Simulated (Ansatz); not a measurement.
Here is the system:

```xyz
4
Lattice="3.7809 0.0000 0.0000 0.0000 3.7809 0.0000 0.0000 0.0000 3.8485" Properties=species:S:1:pos:R:3 pbc="T T T"
Cu     1.8905     0.0000     0.0000
Cu     0.0000     1.8905     0.0000
Cu     0.0000     0.0000     1.9242
N      0.0000     0.0000     0.0000
```

No spin polarisation.

Method: PBE in Ansatz (plane waves to 420 eV, PAW, spin-orbit coupling left out). Settings: 9×9×9 k-points, 0.05 eV Fermi–Dirac smearing.

Q: What pressure (mean of the normal stresses, compression positive) does the calculation give?

A: 2.32 GPa.

Q: Estimate the space group.

A: P4/mmm (No. 123).

The cells carry an imposed strain or load. No phonon test of stability was made. All final runs are without spin polarisation. The cell was made from Cu3N (space group Pm-3m, No. 221) by this change: biaxial strain −1.20 %, plane normal [001], relaxed out of plane.

Ansatz is a quantum-chemistry and plane-wave program.
